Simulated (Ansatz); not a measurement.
For InSe (P6₃/mmc, No. 194, 8 atoms in the cell; start mp-20485; a measured phase of this formula has another space group), PBEsol in Ansatz (PAW) gives:

lattice constant a: 4.006 Å
c axis length: 17.004 Å

### Question
What does r²SCAN (plane waves, PAW; Ansatz, a first-principles code) give for the same quantities?

### Answer

- lattice constant a: 4.043 Å (grows by 0.9 %)
- lattice parameter c: 17.432 Å (goes up by 2.5 %)

Changes are worked out from the printed values.

Unless a cell is named, each level is at its own relaxed cell (PBEsol 29.54, r²SCAN 30.85 Å³/atom).

Caveats: the relaxation could not lower the start's symmetry, so the cell can be a saddle point above a distorted one (PBEsol, r²SCAN). Ansatz's density-functional and Hartree–Fock values are scalar-relativistic unless marked +SOC, with PAW data made under PBE.

A start named mp-… is a Materials Project structure, which need not be a measured phase.
